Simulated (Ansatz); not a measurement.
**Several settings converged on InBi₂S₄Cl (Cm, 8 atoms in the cell)**

```yaml
crystal:
  lattice:
    - [6.32031, -1.97729, 0.00000]
    - [6.32031, 1.97729, 0.00000]
    - [-3.72219, 0.00000, 7.79498]
  atoms:
    - { symbol: In, position: [0.00189, 0.00189, 0.00641] }
    - { symbol: Bi, position: [0.79566, 0.79566, 0.27516] }
    - { symbol: Bi, position: [0.20434, 0.20434, 0.72484] }
    - { symbol: S, position: [0.16340, 0.16340, 0.31688] }
    - { symbol: S, position: [0.83660, 0.83660, 0.68312] }
    - { symbol: S, position: [0.37459, 0.37459, 0.05408] }
    - { symbol: S, position: [0.62541, 0.62541, 0.94592] }
    - { symbol: Cl, position: [0.50000, 0.50000, 0.50000] }
```

Base method: PBEsol, default PAW files made with PBE (plane waves; Ansatz, a program for electronic structure).

Base settings: basis.ecutwfc = 420 eV; kpoints.mp_grid.grid = 3 3 2; hamiltonian.xc = pbesol; hamiltonian.pseudopotentials = {kind: paw} (the program's default PAW files); scf.occupations.method = fermi_dirac; scf.occupations.width = 0.02 eV.

The count of work is k-points × plane waves × bands × iterations; it is no time. Core times come from one kind of shared machine, to one figure; runs under 30 s give none.

**The cutoff for other potential files**

Level: DFT, PBEsol, plane waves, harder PAW files (source: ansatz) made with PBE.

In this ladder: hamiltonian.pseudopotentials = {kind: paw, source: ansatz}.

The second cell is the first with its lattice scaled by 0.98.

The mesh stays at the base's, so the ladder's end is converged at best in this setting alone.

The first pressure column holds Ansatz's estimate of the finite-basis (Pulay) stress, which hides part of the cutoff error; the other is without it.

Only quantities that move along the ladder and can be compared are tabulated; the gap is left out on so coarse a mesh.

| basis.ecutwfc | free energy less the last step's (meV/atom) | energy of the compressed cell less the first (meV/atom) | pressure (GPa) | pressure without the Pulay estimate (GPa) | largest difference of a force vector from the last step's (eV/Å) | count of work / last |
|---|---|---|---|---|---|---|
| 320 eV | 2271.81 | -5.69 | -3.62 | -81.59 | 0.036 | 0.11 |
| 390 eV | 412.50 | -15.33 | -3.50 | -20.84 | 0.018 | 0.14 |
| 495 eV | 27.47 | -12.84 | -3.42 | -5.06 | 0.003 | 0.19 |
| 605 eV | 1.03 | -12.90 | -3.41 | -3.49 | 0.000 | 0.28 |
| 710 eV | 0.17 | -12.91 | -3.41 | -3.41 | 0.000 | 0.35 |
| 850 eV | 0.12 | -12.91 | -3.41 | -3.41 | 0.000 | 0.46 |
| 1065 eV | 0.06 | -12.91 | -3.41 | -3.41 | 0.000 | 0.65 |
| 1420 eV | 0.00 | -12.91 | -3.41 | -3.41 | 0.000 | 1.0 |

Coarsest basis.ecutwfc that holds the pressure within 0.05 GPa of the last step, with all finer ones: 495 eV, at 0.19 of the last step's count of work; the step before is off by 0.09 GPa.

Coarsest basis.ecutwfc that holds the pressure without the Pulay estimate within 0.1 GPa of the last step, with all finer ones: 605 eV, at 0.28 of the last step's count of work; the step before is off by 1.7 GPa.

Coarsest basis.ecutwfc that holds the forces within 0.02 eV/Å of the last step, with all finer ones: 390 eV, at 0.14 of the last step's count of work; the step before is off by 0.036 eV/Å.

The energy difference between the two cells stays within 1 meV/atom of the last step's from 495 eV on, the total only from 710 eV on: much of the error is common to both cells and cancels.

At the lowest cutoff the pressure without the Pulay estimate lies 78.2 GPa under the last step's, the usual sign of Pulay stress in an incomplete plane-wave basis.

**The relaxed cell against the cutoff**

On InBi2S4Cl (C2/m, 8 atoms in the cell): atoms on their sites.

In this ladder: relax = cell and atoms.

The mesh stays at the base's, so the ladder's end is converged at best in this setting alone.

Only quantities that move along the ladder and can be compared are tabulated; the gap is left out on so coarse a mesh.

| basis.ecutwfc | relaxed volume (Å³/atom) | relaxation steps | core time / last (rough) |
|---|---|---|---|
| 250 eV | 22.719 | 61 | 1 |
| 295 eV | 22.771 | 21 | 0.6 |
| 355 eV | 22.761 | 12 | 0.4 |
| 420 eV | 22.766 | 8 | 0.4 |
| 505 eV | 22.765 | 8 | 0.5 |
| 630 eV | 22.765 | 8 | 0.7 |
| 840 eV | 22.764 | 8 | 1 |

Coarsest basis.ecutwfc that holds the relaxed volume within 0.023 Å³/atom of the last step, with all finer ones: 295 eV; the step before is off by 0.045 Å³/atom.

On the base run: the starting cell comes from a database of computed structures (which also holds hypothetical and non-ambient phases and stackings), without a prior relaxation at this level. Its lattice was rescaled by up to half a per cent. One atom was moved a little off its site on purpose.

Left out of this page: 1 run of the series failed or unconverged.

Keys are those of Ansatz 0.2.
